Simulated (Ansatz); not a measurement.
Consider a periodic stack without vacuum, bcc Ta (1 1 1) on germanium (1 1 1) (film strained to the substrate, started from cuts of the bulks and a machine-learned relaxation; slabs Ge32 and Ta30, which can lie off the formulas): substrate slab Ge32, film Ta30, surface cells [[2, -2], [0, 2]] and [[1, -2], [1, 1]], film strained by +0.2 and +0.2 %, outermost planes Ge/Ge and Ta/Ta as cut, which need not be the usual terminations and can put a slab off its formula. Its start:

```
CELL_PARAMETERS angstrom
      8.14587     0.00000    -0.01536
     -4.07293     7.05453    -0.02534
      5.03619    -3.05952    21.66132
ATOMIC_POSITIONS crystal
  Ge 0.92478 0.91724 0.04407
  Ge 0.78772 0.30878 0.07990
  Ge 0.40953 0.05430 0.07552
  Ge 0.52953 0.41611 0.07456
  Ge 0.24639 0.56982 0.04199
  Ge 0.26374 0.20789 0.99673
  Ge 0.91718 0.55486 0.00038
  Ge 0.61203 0.89848 0.00205
  Ge 0.51756 0.33696 0.23283
  Ge 0.54406 0.83635 0.19749
  Ge 0.03544 0.32710 0.21357
  Ge 0.01633 0.83324 0.21373
  Ge 0.89584 0.98385 0.16049
  Ge 0.86415 0.47408 0.18588
  Ge 0.36527 0.99403 0.18257
  Ge 0.38764 0.48085 0.18139
  Ge 0.15874 0.75303 0.35918
  Ge 0.12705 0.24326 0.38458
  Ge 0.63524 0.74626 0.36367
  Ge 0.65762 0.23308 0.36249
  Ge 0.47883 0.39076 0.34758
  Ge 0.50533 0.89015 0.31223
  Ge 0.00656 0.39387 0.33133
  Ge 0.98745 0.90001 0.33150
  Ge 0.75914 0.01922 0.54834
  Ge 0.77650 0.65730 0.50307
  Ge 0.41086 0.32864 0.54302
  Ge 0.10571 0.67225 0.54469
  Ge 0.23517 0.91833 0.46516
  Ge 0.09810 0.30987 0.50099
  Ge 0.49336 0.81100 0.47051
  Ge 0.61336 0.17281 0.46955
  Ta 0.73437 0.71569 0.62396
  Ta 0.40833 0.03269 0.59695
  Ta 0.06362 0.37582 0.62112
  Ta 0.76532 0.37561 0.57032
  Ta 0.42336 0.67135 0.57156
  Ta 0.06437 0.01474 0.56970
  Ta 0.70586 0.42313 0.70530
  Ta 0.36826 0.74419 0.70593
  Ta 0.03379 0.08337 0.70495
  Ta 0.70741 0.06736 0.66779
  Ta 0.38429 0.38664 0.66247
  Ta 0.06190 0.74091 0.66399
  Ta 0.66574 0.12676 0.80127
  Ta 0.33679 0.45210 0.79203
  Ta 0.00733 0.79266 0.79388
  Ta 0.68610 0.77501 0.75303
  Ta 0.35715 0.10035 0.74380
  Ta 0.01556 0.43446 0.75119
  Ta 0.63860 0.84047 0.88259
  Ta 0.31548 0.15976 0.87728
  Ta 0.96099 0.48619 0.88107
  Ta 0.65463 0.48292 0.83914
  Ta 0.31704 0.80399 0.83976
  Ta 0.98910 0.14374 0.84011
  Ta 0.59953 0.55576 0.97350
  Ta 0.25757 0.85150 0.97475
  Ta 0.95852 0.21237 0.97537
  Ta 0.61456 0.19442 0.94812
  Ta 0.28852 0.51143 0.92110
  Ta 0.95927 0.85129 0.92395
```

The start was prepared with a machine-learned potential, and the result is one local minimum, with the in-plane cell held and forces under 0.04 eV/Å; the film can end far from its bulk form.

Computed with PBE (plane waves to 420 eV, PAW; Ansatz, a quantum-chemistry and plane-wave program). Spin–orbit coupling is left out; the runs are not spin-polarised; PBE gaps are too small against experiment. Its k-point mesh 4×4×1, Fermi–Dirac width 0.05 eV.

Task: Predict the relaxed interface.

Result: 
| Quantity | Result |
|---|---|
| interface area | 57.5 Å² |
| period | 21.90 Å |
| heights between the nearest atoms of the two slabs at the two interfaces | 0.53 and 0.53 Å |
| Ge–Ta contacts across the interfaces within 1.22 times the sum of covalent radii | 66, mean 2.93 Å |
